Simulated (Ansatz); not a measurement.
Reference: AlP (F-43m), PBEsol, rigid bands (plane waves, PAW, scalar-relativistic; Ansatz, an electronic-structure program); axes and stresses refer to this cell.

```xyz
2
Lattice="0.0000 2.7353 2.7353 2.7353 0.0000 2.7353 2.7353 2.7353 0.0000" Properties=species:S:1:pos:R:3 pbc="T T T"
Al     0.0000     0.0000     0.0000
P      4.1030     4.1030     4.1030
```

- band gap: 1.45 eV
- hole conductivity mass: 0.60 mₑ
- electron conductivity mass: 0.33 mₑ

Question: Change: hydrostatic pressure 5 GPa. What happens to band gap, hole conductivity mass, electron conductivity mass?

Answer: band gap falls to 1.35 eV; hole conductivity mass moves little, to 0.59 mₑ; electron conductivity mass drops to 0.32 mₑ.

Masses are for dilute carriers at 300 K, harmonic means over directions unless an axis is named. Spin-orbit coupling is left out unless a row names it. Stresses and pressures are the targets of the relaxation.  The structure type is held under load, also where the real crystal would transform.
